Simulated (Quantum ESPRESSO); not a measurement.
Worked example: self-consistent single point of NaH (Fm-3m, 2 atoms in the cell) in Quantum ESPRESSO.

Computed with PBE, GBRV 1.5 ultrasoft (PBE) pseudopotentials (plane waves; Quantum ESPRESSO).

The change in words: lattice scaled by 0.98. Reference geometry:
```yaml
crystal:
  lattice:
    - [0.00000, 2.44000, 2.44000]
    - [2.44000, 0.00000, 2.44000]
    - [2.44000, 2.44000, 0.00000]
  atoms:
    - { symbol: Na, position: [0.00000, 0.00000, 0.00000] }
    - { symbol: H, position: [0.50000, 0.50000, 0.50000] }
```

Reference input (self-consistent single point, DFT, PBE, plane waves, GBRV 1.5 ultrasoft (PBE) pseudopotentials): ecutwfc = 40 Ry; ecutrho = 200 Ry; occupations = smearing; smearing = fd; degauss = 0.0036749 Ry; potentials = {Na: na_pbe_v1.5.uspp.F.UPF, H: h_pbe_v1.4.uspp.F.UPF}; K_POINTS = automatic 6 6 6 0 0 0; conv_thr = 1e-11 Ry; mixing_beta = 0.3. This run's input differs from it in these lines:

```diff
@@ -26,8 +26,8 @@
 CELL_PARAMETERS angstrom
-   0.0000000000     2.4400000000     2.4400000000
-   2.4400000000     0.0000000000     2.4400000000
-   2.4400000000     2.4400000000     0.0000000000
+   0.0000000000     2.3912000000     2.3912000000
+   2.3912000000     0.0000000000     2.3912000000
+   2.3912000000     2.3912000000     0.0000000000
 ATOMIC_POSITIONS angstrom
 Na    0.0000000000    0.0000000000    0.0000000000
-H     2.4400000000    2.4400000000    2.4400000000
+H     2.3912000000    2.3912000000    2.3912000000
 K_POINTS automatic
```

Output (repeated stretches shortened):

```
     Self-consistent Calculation

     iteration #  1     ecut=    40.00 Ry     beta= 0.30

     Threshold (ethr) on eigenvalues was too large:
     Diagonalizing with lowered threshold

     total energy              =     -96.54681387 Ry
     estimated scf accuracy    <       0.09151758 Ry

     iteration #  2     ecut=    40.00 Ry     beta= 0.30

     total energy              =     -96.53635076 Ry
     estimated scf accuracy    <       0.02784053 Ry

     iteration #  3     ecut=    40.00 Ry     beta= 0.30

     total energy              =     -96.54011173 Ry
     estimated scf accuracy    <       0.00036711 Ry

   [... 6 blocks of this kind left out ...]

     iteration # 10     ecut=    40.00 Ry     beta= 0.30

     total energy              =     -96.54020611 Ry
     estimated scf accuracy    <          1.0E-10 Ry

     iteration # 11     ecut=    40.00 Ry     beta= 0.30
     End of self-consistent calculation

     the Fermi energy is     2.4695 ev

!    total energy              =     -96.54020613 Ry
     estimated scf accuracy    <          1.9E-12 Ry
     smearing contrib. (-TS)   =      -0.00000000 Ry
     internal energy E=F+TS    =     -96.54020613 Ry

     convergence has been achieved in  11 iterations

     Forces acting on atoms (cartesian axes, Ry/au):

     atom    1 type  1   force =     0.00000000    0.00000000    0.00000000
     atom    2 type  2   force =     0.00000000    0.00000000    0.00000000

     Total force =     0.000000     Total SCF correction =     0.000000

          total   stress  (Ry/bohr**3)                   (kbar)     P=        8.74
   0.00005939  -0.00000000  -0.00000000            8.74       -0.00       -0.00
  -0.00000000   0.00005939  -0.00000000           -0.00        8.74       -0.00
  -0.00000000  -0.00000000   0.00005939           -0.00       -0.00        8.74

   JOB DONE.
```

The run converged in 11 iterations. Against the reference run the free energy is nearly the same (within 1 meV/atom), the pressure goes from -0.56 to 0.87 GPa and the gap on the mesh goes from 3.757 to 3.862 eV.

The starting cell has typed, rounded lattice constants, without a prior relaxation at this level. For this run, on top of that: lattice scaled by 0.98.
